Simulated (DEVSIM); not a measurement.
Device: Schottky contact on n-type CdTe, at 300 K.

Layer 1 from the left is CdTe, thickness (μm) 5.40, Nd (cm⁻³) 7.3e15, τn (s) 6.9e-10, τp (s) 6.9e-10.

Left contact: Schottky, work function 4.9 eV, emission velocity 6.8e6 cm/s. Right contact: ohmic. Voltage is applied to the left contact. Recombination: SRH at mid-gap, radiative. Mobility is constant in doping.

This is a model device: material constants are rounded textbook-type values typed into the input, and sizes, dopings and lifetimes were drawn at random. Values at 300 K.

CdTe: gap (eV) 1.5, affinity (eV) 4.28, permittivity 10.2, Nc (cm⁻³) 8e17, Nv (cm⁻³) 1.8e19, μn (cm²/Vs) 1000, μp (cm²/Vs) 80, B (cm³/s) 1e-10.

Simulated with DEVSIM: 1D drift-diffusion, Boltzmann statistics, complete ionisation; no tunnelling, impact ionisation, image-force lowering or self-heating. Metal contacts follow the ideal Schottky-Mott rule: no Fermi-level pinning, no interface dipoles.

Task: What does the simulation give for the dark forward voltage at 1 A/cm², the potential step across the device at zero bias, the dark forward voltage at 100 A/cm², the largest field in the device at zero bias?

Result: dark forward voltage at 1 A/cm² 0.274 V; potential step across the device at zero bias 0.499 V; dark forward voltage at 100 A/cm² 0.444 V; largest field in the device at zero bias 35000 V/cm.
